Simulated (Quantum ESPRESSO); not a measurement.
Worked example: self-consistent single point of AlAsPt₅ (P4/mmm, 7 atoms in the cell) in Quantum ESPRESSO.

Computed with PBEsol, GBRV 1.5 ultrasoft (PBESOL) pseudopotentials (plane waves; Quantum ESPRESSO 7.5).

```xyz
7
Lattice="3.9505 0.0000 0.0000 0.0000 3.9505 0.0000 0.0000 0.0000 7.0230" Properties=species:S:1:pos:R:3 pbc="T T T"
Al     1.9753     1.9753     0.0000
As     0.0000     0.0000     3.5115
Pt     0.0000     1.9753     1.9138
Pt     0.0000     1.9753     5.1091
Pt     1.9753     0.0000     1.9138
Pt     1.9753     0.0000     5.1091
Pt     0.0000     0.0000     0.0000
```

Reference input (self-consistent single point, DFT, PBEsol, plane waves, GBRV 1.5 ultrasoft (PBESOL) pseudopotentials): ecutwfc = 40 Ry; ecutrho = 320 Ry; occupations = smearing; smearing = fermi-dirac; degauss = 0.0099958 Ry; potentials = {Al: al_pbesol_v1.uspp.F.UPF, As: as_pbesol_v1.uspp.F.UPF, Pt: pt_pbesol_v1.4.uspp.F.UPF}; K_POINTS = automatic 6 6 3 0 0 0; conv_thr = 1e-10 Ry; mixing_beta = 0.5. This run's input differs from it in these lines:

```diff
@@ -12,4 +12,4 @@
    ntyp = 3
-   ecutwfc = 40
-   ecutrho = 320
+   ecutwfc = 60
+   ecutrho = 480
    occupations = 'smearing'
```

Output, abridged:

```
     Self-consistent Calculation

     iteration #  1     ecut=    60.00 Ry     beta= 0.50

     negative rho (up, down):  8.572E-01 0.000E+00

     total energy              =   -1097.32656320 Ry
     estimated scf accuracy    <       6.64743670 Ry

     iteration #  2     ecut=    60.00 Ry     beta= 0.50

     negative rho (up, down):  8.705E-01 0.000E+00

     total energy              =   -1099.35136462 Ry
     estimated scf accuracy    <       1.92548795 Ry

     iteration #  3     ecut=    60.00 Ry     beta= 0.50

     negative rho (up, down):  8.650E-01 0.000E+00

     total energy              =   -1099.66933963 Ry
     estimated scf accuracy    <       0.03201620 Ry

   [... 7 blocks of this kind left out ...]

     iteration # 11     ecut=    60.00 Ry     beta= 0.50

     negative rho (up, down):  8.631E-01 0.000E+00

     total energy              =   -1099.68061899 Ry
     estimated scf accuracy    <          3.4E-09 Ry

     iteration # 12     ecut=    60.00 Ry     beta= 0.50

     negative rho (up, down):  8.631E-01 0.000E+00
     End of self-consistent calculation

     the Fermi energy is    18.2459 ev

!    total energy              =   -1099.68061900 Ry
     estimated scf accuracy    <          3.3E-11 Ry
     smearing contrib. (-TS)   =      -0.00744295 Ry
     internal energy E=F+TS    =   -1099.67317605 Ry

     convergence has been achieved in  12 iterations

     negative rho (up, down):  8.631E-01 0.000E+00

     Forces acting on atoms (cartesian axes, Ry/au):

     atom    1 type  1   force =     0.00000000    0.00000000    0.00000000
     atom    2 type  2   force =     0.00000000    0.00000000    0.00000000
     atom    3 type  3   force =     0.00000000    0.00000000   -0.00207833
     atom    4 type  3   force =     0.00000000    0.00000000    0.00207833
     atom    5 type  3   force =     0.00000000    0.00000000   -0.00207833
   [... lines left out ...]
     Total force =     0.004157     Total SCF correction =     0.000042
   [... lines left out ...]

     negative rho (up, down):  8.631E-01 0.000E+00
          total   stress  (Ry/bohr**3)                   (kbar)     P=      -33.66
  -0.00023589   0.00000000   0.00000000          -34.70        0.00        0.00
   0.00000000  -0.00023589   0.00000000            0.00      -34.70        0.00
   0.00000000   0.00000000  -0.00021458            0.00        0.00      -31.57

   JOB DONE.
```

The run converged in 12 iterations. Against the reference run the free energy drops by 18.6 meV/atom, the pressure goes from -3.75 to -3.37 GPa and the largest force moves little (0.056 to 0.053 eV/Å). The full log also holds: “c_bands:  1 eigenvalues not converged”.

The starting cell comes from a database of computed structures (which also holds hypothetical and non-ambient phases and stackings), without a prior relaxation at this level. Spin-orbit coupling is off. Spin polarisation is off.

Cost on one core of a shared machine: roughly 3 min.
